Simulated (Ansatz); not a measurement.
**Al2O3, response to strain**

Take Al2O3 in the corundum structure (space group R-3c, No. 167; a = 4.774 Å, c = 13.015 Å (hexagonal axes)) as the base. Axes: x lies along a and z along c of the hexagonal cell.

Strains are applied to the cell and any free atomic positions relax.

Calculations: PBEsol in Ansatz (plane waves to 420 eV, PAW, without spin-orbit coupling).

Notes on the quantities. energy relative to the base: free energy F; pressure: mean of the normal stresses, compression positive.

```csv
case,shortest interatomic distance,band gap,energy relative to the base,pressure,electron mass
base,1.861 Å,6.03 eV,0 meV/atom,0.00 GPa,"0.40 mₑ along c, 0.37 mₑ across (at Γ)"
uniaxial strain ε_zz = +0.75 %,1.865 Å,5.96 eV,+0.7 meV/atom,-1.71 GPa,"0.37 mₑ along x, 0.37 mₑ along y, 0.39 mₑ along z (at Γ)"
uniaxial strain ε_zz = +1.50 %,1.869 Å,5.85 eV,+2.8 meV/atom,-3.37 GPa,0.37 mₑ (at Γ)
uniaxial strain ε_zz = +2.25 %,1.873 Å,5.74 eV,+6.2 meV/atom,-4.96 GPa,0.37 mₑ (at Γ)
uniaxial strain ε_zz = +3.00 %,1.877 Å,5.63 eV,+11 meV/atom,-6.49 GPa,0.37 mₑ (at Γ)
```

Effective masses come from finite differences of ±0.01 Å⁻¹. Stability against distortions was not tested.

Ansatz is a program for electronic structure.
